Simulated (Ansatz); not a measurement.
Take BN in the h-BN type structure (space group P6_3/mmc, No. 194; a = 2.506 Å, c = 6.616 Å; layered, stacked along the Cartesian z axis) as the base. Axes: x lies along a and z along c of the hexagonal cell.

Perturbation: compressive biaxial strain of 1.11 % in the plane normal to [001], as in epitaxy on a mismatched substrate; the out-of-plane cell vector and the atoms relax.

Levels (all Ansatz, a quantum-chemistry and plane-wave program, PAW, earlier PAW set): PBE-D3(BJ) (420 eV, no spin-orbit coupling); r2SCAN (500 eV, no SOC); HSE06 (420 eV, spin-orbit coupling left out); PBE+SOC (420 eV, spin-orbit coupling included).

One geometry, relaxed with PBE-D3(BJ), under each level:

| level | band gap | lowest conduction level above the VBM at special points |
|---|---|---|
| PBE-D3(BJ) | 4.28 eV | M 4.28 eV; H 4.67 eV; L 4.76 eV; K 4.89 eV |
| r2SCAN | (withheld) | (withheld) |
| HSE06 | 5.58 eV | M 5.58 eV; H 6.08 eV; L 6.09 eV; Γ 6.41 eV |
| PBE+SOC | 4.28 eV | M 4.28 eV; H 4.67 eV; L 4.76 eV; K 4.89 eV |

Give the withheld r2SCAN results.


- r2SCAN, band gap: 4.83 eV
- r2SCAN, lowest conduction level above the VBM at special points: M 4.83 eV; H 5.32 eV; L 5.32 eV; K 5.56 eV

Single points use the geometry relaxed with PBE-D3(BJ). HSE06 was sampled on its mesh, a few special points and the semilocal edge points, so its gap is an upper bound. The spin-orbit shifts are approximate. Whether these cells are dynamically stable was not tested.
